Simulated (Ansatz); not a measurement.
Amorphous Hf$_{18}$O$_{34}$, 52 atoms at 9.27 g/cm³, one PBE-relaxed geometry, zone centre. Methods: PBE, scalar-relativistic without spin-orbit coupling (Ansatz, a first-principles code); r2SCAN, scalar-relativistic without spin-orbit coupling (Ansatz); HSE06, scalar-relativistic without spin-orbit coupling (Ansatz). Plane waves to 420 eV (r2SCAN 500 eV); exact exchange is cut at the cell's faces. The usual formal charges leave 4 electrons over, so the level spacing at the Fermi energy parts defect or band states and needn't be the band gap. The higher rungs were started with moments on some atoms, which died out.

A CHGNet melt-quench gave the starting glass, which DFT then relaxed. O atoms were pushed apart under 1.9 Å during the dynamics, to hinder bonds among them. The hot cell started wider than the set density and was brought back towards it in steps. It is the lowest in DFT energy of 2 quenches. It is a model cell: composition and starting density were chosen by hand, and all elements were melted together. No dispersion term was used. Its density started from a set value of 9.27 and ended at 9.27 g/cm³. Cooling (nominally 380 K/ps over its main leg) ran many orders faster than in experiment, which tends to leave more defects and strain. Values belong to this one cell and scatter from quench to quench. The volume was held where the preparation left it, at a PBE pressure of 3.7 GPa. Stress components on the final sampling reach 5.0 GPa.

The relaxation ran on one k-point at (1/4, 1/4, 1/4). At PBE the level spacing at the Fermi energy is 0.80 eV on a 2×2×2 Γ-centred mesh, and the spacing at the zone centre alone 0.88 eV.

Problem. What zone-centre spacing does r2SCAN give, roughly?

Solution. 1.10 eV (+0.22 eV against PBE).

Problem. What zone-centre spacing does HSE06 give, roughly?

Solution. 1.69 eV (+0.80 eV against PBE).

The highest filled and the lowest empty state spread over these numbers of atoms (participation numbers): PBE: 11.7 and 25.8; r2SCAN: 10.2 and 25.3; HSE06: 10.0 and 25.1.
